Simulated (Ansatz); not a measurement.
Start from ZrN in the rock salt structure (space group Fm-3m, No. 225).

```xyz
2
Lattice="0.0000 2.2764 2.2764 2.2764 0.0000 2.2764 2.2764 2.2764 0.0000" Properties=species:S:1:pos:R:3 pbc="T T T"
N      0.0000     0.0000     0.0000
Zr     2.2764     2.2764     2.2764
```

Level of theory: plane-wave PAW DFT at the PBEsol level (Ansatz, a first-principles code, 420 eV), no spin-orbit coupling, earlier PAW set.

Before the change:

```
Property                  Value
-------------------  ----------
Lattice parameter a  8.604 bohr
Band gap                   zero
```

The change: full substitution Zr → V, then cell and atoms are relaxed.

Tabulated Pauling electronegativity and covalent radius: Zr 1.33, 1.75 Å; V 1.63, 1.53 Å.

**Question.** Predict the new lattice parameter a and band gap.

**Answer.** The lattice parameter a drops by 0.906 bohr, from 8.604 bohr to 7.698 bohr; the band gap remains zero.

Stability against distortions was not tested. Starting moments died away, wholly or in part, for Zr → V; another magnetic solution may exist. The final runs are not spin-polarised. An odd electron count without spin: ZrN.
